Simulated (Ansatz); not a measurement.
A computed series for LuAlO3: element substitutions

The parent structure is LuAlO₃ (space group P6_3/mmc, No. 194; a = 3.366 Å, c = 11.473 Å; a cell from a computed database, its experimental status unchecked).

Each row replaces one element on all its sites; cell and atoms are relaxed.

The values are results of DFT with PBEsol, PAW potentials and a 420 eV plane-wave cutoff in Ansatz (an electronic-structure program), no SOC, not measurements.

```json
[
 {"case": "base", "volume per atom": "11.26 Å³", "band gap": "3.41 eV", "c/a ratio": "3.409"},
 {"case": "Al → P", "volume per atom": "(withheld)", "band gap": "0.73 eV", "c/a ratio": "3.169"},
 {"case": "Al → Si", "volume per atom": "11.52 Å³", "band gap": "(withheld)", "c/a ratio": "3.142"},
 {"case": "Al → Ga", "volume per atom": "11.87 Å³", "band gap": "2.35 eV", "c/a ratio": "3.397"}
]
```

Q: Some entries are withheld; estimate them.

A: 
- Al → P, volume per atom: 12.28 Å³
- Al → Si, band gap: zero

Whether these cells are dynamically stable was not tested. As relaxed here, LuPO3 and LuSiO3 are hypothetical phases, not in the database extracts checked. For LuGaO3 in this form, whether it has been made was not checked. The final runs are not spin-polarised.
